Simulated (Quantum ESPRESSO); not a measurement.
## Pressure against volume in fcc Au (space group 225) (Quantum ESPRESSO, PBEsol)

```
Au
1.0
    0.00000     1.98077     1.98077
    1.98077     0.00000     1.98077
    1.98077     1.98077     0.00000
Au
1
Direct
  0.00000   0.00000   0.00000
```

Level of theory: PBEsol, GBRV 1.5 ultrasoft (PBESOL) pseudopotentials (plane waves; Quantum ESPRESSO). Settings: ecutwfc = 52 Ry; ecutrho = 416 Ry; occupations = smearing; smearing = fermi-dirac; degauss = 0.0036749 Ry; potentials = {Au: au_pbesol_v1.uspp.F.UPF}; K_POINTS = automatic 25 25 25 0 0 0; conv_thr = 1e-10 Ry. The cell above is the first row's. The rows scale it uniformly. In all rows the k mesh is held.

```
V (Å^3/atom)  P (GPa)
------------  -------
15.543              ?
15.881          14.16
16.219           9.10
16.557           4.67
16.894           0.79
17.232          -2.58
17.570          -5.53
17.908          -8.09
18.246         -10.32
```

The 8 complete rows are fitted with a cubic, P against V. With u = V - 17.1, the rows have u = -1.2190, -0.8810, -0.5430, -0.2060, 0.1320, 0.4700, 0.8080, 1.1460. Least squares gives P = -1.322 - 9.8492·u + 2.0305·u² - 0.2521·u³. Residuals (row less fit): 0.002, -0.004, 0.005, -0.005, 0.007, -0.001, -0.003, 0.002; standard error 0.006 (degrees of freedom: 4). The fitted pressure is zero at V0 = 16.97, where dP/dV = -10.39, so B0 = -V0·dP/dV = 176 GPa.

Q: Predict the withheld P at V = 15.543 from the fit, and compare with the calculation.

A: u = -1.5570, so P = -1.322 - 9.8492 × (-1.5570) + 2.0305 × (-1.5570)² - 0.2521 × (-1.5570)³ = 19.887 GPa. The calculation gives 19.94 GPa, 0.053 GPa above the prediction (0.2 % of the range of P in the table). The row lies outside the fitted rows, so this is an extrapolation. From the scatter of the fitted rows alone, a prediction at this place has a standard error of 0.015 GPa, so the miss is 3.5 times that.

Carrying the step between the two nearest rows on in a straight line would have given 19.22, off by 0.72; series whose last step already gives the withheld value aren't shown. The scan was laid around a cell of about the measured size, scaled by a guess for this functional. Spin-orbit coupling is off. Cutoffs and mesh are single choices, not tested for convergence of this quantity. Series with a scatter that would blur these digits, or in which a gap closes, are not shown.

Terms beyond the fitted order, or numerical noise in single rows, can give a miss of this size; the table doesn't tell which.
